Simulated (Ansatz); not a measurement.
Bond-angle distributions (per cent of the angles at each element, bins of 10°) of a relaxed model of amorphous Ga₂₄O₃₉Sc₂ at 4.89 g/cm³. Calculation: PBE, scalar-relativistic without spin-orbit coupling (plane waves to 420 eV, PAW; Ansatz, a quantum-chemistry and plane-wave program).

Preparation: random packing, a CHGNet melt and quench, and a DFT relaxation. O atoms were pushed apart under 1.9 Å during the dynamics, to hinder bonds among them. The hot cell started wider than the set density and was brought back towards it in steps. It is the lowest in DFT energy of 2 quenches. It is a model cell: composition and starting density were chosen by hand, and all elements were melted together. No dispersion term was used. Its density started from a set value of 4.89 and ended at 4.89 g/cm³. Cooling (nominally 280 K/ps over its main leg) ran many orders faster than in experiment, which tends to leave more defects and strain. Values belong to this one cell and scatter from quench to quench. The volume was held where the preparation left it and the shape relaxed, at a PBE pressure of -0.9 GPa (tension). Stress components on the final sampling reach 1.0 GPa.

Bonds are counted up to Ga-Ga 2.68 Å, Ga-O 2.36 Å, Ga-Sc 3.05 Å, O-O 1.58 Å, O-Sc 2.60 Å, Sc-Sc 3.41 Å. Two cations that share two anions don't count as bonded, nor two that share one unless they lie closer than Ga-Ga 2.61 Å, Ga-Sc 2.96 Å, Sc-Sc 3.32 Å.

| angle (°) | at Ga | at O | at Sc |
|---|---|---|---|
| 50-60 | 0 | 0 | 0 |
| 60-70 | 0 | 0 | 0 |
| 70-80 | 5 | 0 | 27 |
| 80-90 | 14 | 1 | 10 |
| 90-100 | 23 | 21 | 20 |
| 100-110 | 20 | 10 | 13 |
| 110-120 | 18 | 26 | 10 |
| 120-130 | 10 | 24 | 0 |
| 130-140 | 1 | 11 | 3 |
| 140-150 | 2 | 4 | 3 |
| 150-160 | 4 | 3 | 10 |
| 160-170 | 4 | 0 | 0 |
| 170-180 | 0 | 0 | 3 |

They go with these counts of neighbours within the cut-offs, cation contacts included: Ga mean 4.4, most often 4; O mean 3.0, most often 3; Sc mean 6.0, most often 6.
